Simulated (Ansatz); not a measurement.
MgB2, response to strain

The reference is MgB2 (space group P6/mmm, No. 191; a = 3.0753 Å, c = 3.5248 Å; relaxed with 0.1 eV smearing). Axes: x lies along a and z along c of the hexagonal cell.

Strains are applied to the cell and any free atomic positions relax.

Computed with Ansatz (a quantum-chemistry and plane-wave program), PBE, PAW, cutoff 420 eV, spin-orbit coupling left out.

Candidates:
(a) uniaxial strain ε_zz = +3.00 %
(b) uniaxial strain ε_zz = +1.50 %
(c) uniaxial strain ε_zz = +1.00 %
(d) uniaxial strain ε_zz = +2.00 %

Notes on the quantities. energy relative to the base: free energy F.

Q: Order them by energy relative to the base, lowest first.

A: (c) uniaxial strain ε_zz = +1.00 % (+0.8 meV/atom), (b) uniaxial strain ε_zz = +1.50 % (+1.8 meV/atom), (d) uniaxial strain ε_zz = +2.00 % (+3.1 meV/atom), (a) uniaxial strain ε_zz = +3.00 % (+7.0 meV/atom)

No phonon test of stability was made. All final runs are without spin polarisation.
